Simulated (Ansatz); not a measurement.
# Effect of pressure 4.2 GPa on CsPbBr3

Take CsPbBr$_{3}$ in the cubic perovskite structure (space group Pm-3m, No. 221; a = 5.8721 Å) as the base.

Modification: a hydrostatic pressure of 4.2 GPa.

Calculations: PBEsol/PAW in Ansatz (an electronic-structure program), without spin-orbit coupling. Settings: 6×6×6 k-points, 0.05 eV Fermi–Dirac smearing.

```csv
quantity,base,changed,shift
density,4.76 g/cm³,5.47 g/cm³,+0.71 g/cm³
shortest interatomic distance,2.936 Å,2.802 Å,-0.134 Å
enthalpy H = E + PV relative to the base's energy,–,+0.98 eV/atom,–
band gap,1.43 eV,0.73 eV,-0.70 eV
gap character,direct at R,direct at R,–
width of the top valence band,2.07 eV,3.11 eV,+1.04 eV
"electron mass (degenerate bands, along [100])","0.077, 0.74, 0.74 mₑ (at R)","0.047, 0.61, 0.61 mₑ (at R)",–
hole mass,0.13 mₑ (at R),0.063 mₑ (at R),–
"valley order (the lowest conduction-band minima on the path, energy above the VBM, named in the base's zone)",R along ⟨111⟩ 1.43 eV; Γ 2.88 eV,R along ⟨111⟩ 0.73 eV; Γ 2.06 eV,–
```

Cost of the whole job for the changed cell (relaxation, final SCF and bands): very roughly 50 core-seconds.

With Pb present, leaving out spin-orbit coupling can change the band edges. Load acts through the strain it causes; cell and atoms are relaxed under it. Masses are band curvatures over ±0.01 Å⁻¹ around the edge. Whether these cells are dynamically stable was not tested. Many cubic perovskites are stable only at high temperature; tilts and polar distortions were not tested. This is not the structure that CsPbBr3 has at room temperature and ambient pressure.
